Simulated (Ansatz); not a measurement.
Functionals compared on a constructed model of the (100) surface of fcc Pd, a pseudomorphic layer of Rh in the host's stacking (bottom of the slab: a bare face, its two planes held), in Ansatz (plane waves, PAW). The structure was relaxed with PBE; the other rows are single points on it. Cutoff 420 eV (500 eV for r2SCAN).

Model: 7-atom slab, 12.0 Å thick at the start, 13x13x1 mesh, Fermi-Dirac 0.1 eV, dipole correction, 2 atoms held, the rest relaxed; start symmetry kept, larger cells not searched; no spin, no spin-orbit, no U. It is one candidate, not shown to be the stable structure of the face. These notes are the PBE run's.

```tsv
functional	work function of the top face (eV)	rough cost of the single point
PBE	5.15	–
RPBE	…	roughly 20 core-seconds
r2SCAN	5.18	very roughly 90 core-seconds
```

Task: Complete the blanks.

Result: 
- RPBE, work function of the top face (eV): 4.97

Ansatz is a program for electronic structure.
